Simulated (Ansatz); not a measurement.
Co3C (model structure, started from the D03 type, Fm-3m, No. 225, 4 atoms in the cell)

Method: PBE in Ansatz (PAW).

Settings: plane-wave cutoff 520 eV, spin-polarised with parallel moments, scalar-relativistic PAW data made under PBE.

Cell (relaxed at this level):

```yaml
crystal:
  lattice:
    - [0.00000, 2.66838, 2.66838]
    - [2.66838, 0.00000, 2.66838]
    - [2.66838, 2.66838, 0.00000]
  atoms:
    - { symbol: C, position: [0.00000, 0.00000, 0.00000] }
    - { symbol: Co, position: [0.50000, 0.50000, 0.50000], spin: 3.0 }
    - { symbol: Co, position: [0.25000, 0.25000, 0.25000], spin: 3.0 }
    - { symbol: Co, position: [0.75000, 0.75000, 0.75000], spin: 3.0 }
```

```json
{
 "bulk_modulus": "208 GPa"
}
```

Note: the magnetic order was assumed, not searched for or taken from measurement; the bulk modulus is −V dP/dV from two relaxed cells at ±2 % in volume; the relaxation could raise the start's symmetry but not lower it, so the cell can be a saddle point.

Spins in the cell block are starting values.

The computed numbers hold no vibrational or temperature effects.

A model structure was made by putting elements into a prototype or built by hand; it is no filed structure, need not be a known phase, and can be a saddle point held by its symmetry.

Ansatz is a first-principles code.
